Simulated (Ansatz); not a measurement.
# Relaxation of cell and atoms of TePt (R-3m, 4 atoms in the cell) at several settings

```xyz
4
Lattice="1.9815 1.1440 6.6600 -1.9815 1.1440 6.6600 0.0000 -2.2880 6.6600" Properties=species:S:1:pos:R:3 pbc="T T T"
Pt     0.0000     0.0000     7.3926
Pt     0.0000     0.0000    12.5874
Te     0.0000     0.0000     1.9580
Te     0.0000     0.0000    18.0220
```

Base: PBEsol, default PAW files made with PBE in Ansatz (a first-principles code). Its settings: kpoints.mp_grid.grid = 5 5 5; hamiltonian.xc = pbesol; hamiltonian.pseudopotentials = {kind: paw} (the program's default PAW files); scf.occupations.method = methfessel_paxton; scf.occupations.width = 0.05 eV. Starting volume 22.65 Å³ per atom.

Each line gives the change from the base single point and the result:

- hamiltonian.xc: pbesol → lda; relax: default → cell and atoms [DFT, LDA (PW92), plane waves, default PAW files made with PBE]: pressure 0.00 GPa; final cell a = 7.0167 Å, b = 7.0167 Å, c = 7.0167 Å, α = 32.51°, β = 32.51°, γ = 32.51°; final volume per atom 22.19 Å³; relaxation steps 7.
- hamiltonian.dispersion: default → d3bj; relax: default → cell and atoms [DFT, PBEsol-D3BJ, plane waves, default PAW files made with PBE]: pressure 0.02 GPa; largest force (vector length) 0.003 eV/Å; final cell a = b = c = 6.7555 Å, α = β = γ = 33.86°; final volume per atom 21.32 Å³; relaxation steps 10.
- relax: default → cell and atoms: pressure 0.00 GPa; final cell a = 7.091 Å, b = 7.091 Å, c = 7.091 Å, α = 32.36°, β = 32.36°, γ = 32.36°; final volume per atom 22.71 Å³; relaxation steps 7; free energy against the base single point -0.5 meV/atom.

The starting cell comes from a database of published, mostly measured structures (it also holds non-ambient and calculated ones), without a prior relaxation at this level. Spin polarisation is off. Ansatz's pressure includes its estimate of the finite-basis (Pulay) stress.

Keys are those of Ansatz 0.2.
